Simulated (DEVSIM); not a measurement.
System: Schottky contact on p-type GaAs, at 300 K.

Layer 1 from the left is GaAs, thickness (μm) 17.0, Na (cm⁻³) 9.1e16, τn (s) 6.7e-9, τp (s) 6.7e-9.

Left contact: Schottky, work function 4.944 eV, emission velocity 9e6 cm/s. Right contact: ohmic. Voltage is applied to the left contact. Recombination: SRH at mid-gap, Auger. Mobility is μmin + (μ − μmin)/(1 + (N/Nref)^α).

This is a model device: material constants are rounded textbook-type values typed into the input, and sizes, dopings and lifetimes were drawn at random. Values at 300 K.

GaAs: gap (eV) 1.424, affinity (eV) 4.07, permittivity 12.9, Nc (cm⁻³) 4.7e17, Nv (cm⁻³) 9e18, μn (cm²/Vs) 8500, μp (cm²/Vs) 400, μn,min 500, μp,min 20, Nref,n 6e16, Nref,p 1.5e17, αn 0.39, αp 0.38, Cn (cm⁶/s) 1e-30, Cp (cm⁶/s) 1e-30.

Estimate by hand the built-in potential, the peak field at zero bias, the capacitance at 3 V, and compare with a numerical solution.


- Built-in potential: barrier φB = 0.550 eV; Vbi = φB − kT/q ln(N_band/N) = 0.431 V; numerical 0.431 V.
- Peak field at zero bias: depletion approximation: W = √(2εVbi/(qN)) = 0.0822 μm with N = 9.10e16 cm⁻³; field = 2Vbi/W = 105000 V/cm; numerical 101000 V/cm (estimate above by 3.8 %).
- Capacitance at 3 V: C = √(qεN / 2(Vbi + |V|)) = 49.3 nF/cm²; numerical 49.5 nF/cm².

DEVSIM, 1D drift-diffusion, Boltzmann statistics, complete ionisation; no tunnelling, impact ionisation, image-force lowering or self-heating. Metal contacts follow the ideal Schottky-Mott rule: no Fermi-level pinning, no interface dipoles.
